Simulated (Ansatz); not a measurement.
Start from InAs in the zinc blende structure (space group F-43m, No. 216; a = 6.1863 Å).

Calculations: PBE in Ansatz (plane waves to 420 eV, PAW, without spin-orbit coupling).

Base values:

- Pressure: 0.0 GPa
- Band gap: zero

The change: every lattice vector is stretched by 1.45 %; the atoms relax in the strained cell.

### Question
How does this affect the energy relative to the base, pressure and band gap?

### Answer
The energy goes up by 8.0 meV/atom; the pressure goes from zero to -1.9 GPa; the band gap is still zero.

The mesh was chosen for an insulator and is coarse for the gapless case. Whether these cells are dynamically stable was not tested. All final runs are without spin polarisation. A zero or small gap of InAs can be the functional's error rather than a property of the material.

Ansatz is a quantum-chemistry and plane-wave program.
